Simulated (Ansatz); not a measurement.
We consider cubic perovskite KZnF3, described by LDA (PAW; Ansatz, an electronic-structure program).

Numerical settings: plane-wave cutoff 520 eV, 6×6×6 k mesh, scalar-relativistic PAW data made under PBE.

Computed at the level's own relaxed cell.

Hill averages of the elastic tensor: K = 95.6 GPa, G = 40.9 GPa. Volume 12.543 Å³/atom, mean atomic mass 32.301 u.

Task: Work out the density, the sound velocities of a polycrystal and the elastic Debye temperature at this level.

Result: ρ = 1.66054 × 32.301/12.543 = 4.276 g/cm³. v_l = √[(K + 4G/3)/ρ] = 5.925 km/s and v_t = √(G/ρ) = 3.093 km/s. The mean follows from 3/v_m³ = 1/v_l³ + 2/v_t³: v_m = 3.460 km/s. Θ_D = (ħ/k_B) v_m (6π²/V)^(1/3) = 76.38 K Å s/km × 3.460 × 1.6776 Å⁻¹ = 443 K, counting all atoms of the cell.

Note: the relaxation could not lower the start's symmetry, so the cell can be a saddle point above a distorted one.
